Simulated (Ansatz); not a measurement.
**V2AlC (P6₃/mmc, No. 194, 8 atoms in the cell; start mp-1025497)**

Calculation: PBE-D4 (plane waves, PAW; Ansatz, a quantum-chemistry and plane-wave program).

Run with plane-wave cutoff 500 eV, 18×18×4 k mesh (along the axes of the cell as run), Fermi–Dirac smearing 0.05 eV, no spin polarisation, scalar-relativistic PAW data made under PBE.

Cell (relaxed at this level):

```cif
data_C2Al2V4
_chemical_formula_sum 'Al2 V4 C2'
_space_group_name_H-M_alt 'P63/mmc'
_space_group_IT_number 194
_space_group_name_Hall '-P 6c 2c'
_cell_length_a 2.88088
_cell_length_b 2.88088
_cell_length_c 13.01991
_cell_angle_alpha 90.000
_cell_angle_beta 90.000
_cell_angle_gamma 120.000
loop_
_atom_site_label
_atom_site_type_symbol
_atom_site_symmetry_multiplicity
_atom_site_Wyckoff_symbol
_atom_site_fract_x
_atom_site_fract_y
_atom_site_fract_z
_atom_site_occupancy
Al1 Al 2 c 0.33333 0.66667 0.25000 1
V1 V 4 f 0.66667 0.33333 0.08591 1
C1 C 2 a 0.00000 0.00000 0.00000 1
```

For V2AlC (P6₃/mmc, No. 194, 8 atoms in the cell; start mp-1025497), the band gap is zero (no gap).

Note: the relaxation could not lower the start's symmetry, so the cell can be a saddle point above a distorted one.

Computed values are for the static lattice.

Cost on a shared machine: about 110 core-seconds (a rough figure).

A start named mp-… is a Materials Project structure, which need not be a measured phase.
